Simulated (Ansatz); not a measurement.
O on the 1x1 (110) surface of bcc W, one in a 2x2 cell: adsorption energies (eV for each) against ½ O2(g) in Ansatz (plane waves, PAW). Structures relaxed with PBE; the other functionals are single points on them, with slab and gas at the same level. No dispersion, zero-point or thermal terms. Rows are starts at which the adsorbate stayed.

Model: 17-atom slab, 6.6 Å thick at the start under the adsorbate (thin: gaps and levels are the slab's own), 6x6x1 mesh, Fermi-Dirac 0.1 eV, dipole correction, 8 atoms held, the rest relaxed; each run with such symmetry as its start has; spin where the adsorbate may keep a moment, no spin-orbit, no U, no dispersion correction.

```
site                       PBE  RPBE  r2SCAN
-----------------------  -----  ----  ------
top W                    -3.07     ?   -3.14
hollow W-W-W             -4.16     ?   -4.44
bridge W-W (span 2.8 Å)  -3.57     ?   -3.75
bridge W-W (span 3.2 Å)  -4.01     ?   -4.31
```

Problem. Complete the blanks.

Solution. 
- top W, RPBE: -2.95
- hollow W-W-W, RPBE: -3.88
- bridge W-W (span 2.8 Å), RPBE: -3.33
- bridge W-W (span 3.2 Å), RPBE: -3.76

RPBE moves the energies by 0.22 eV on average against PBE and puts 'hollow W-W-W' lowest, as PBE does. r2SCAN moves the energies by -0.21 eV on average against PBE and puts 'hollow W-W-W' lowest, as PBE does.

Ansatz is a program for electronic structure.
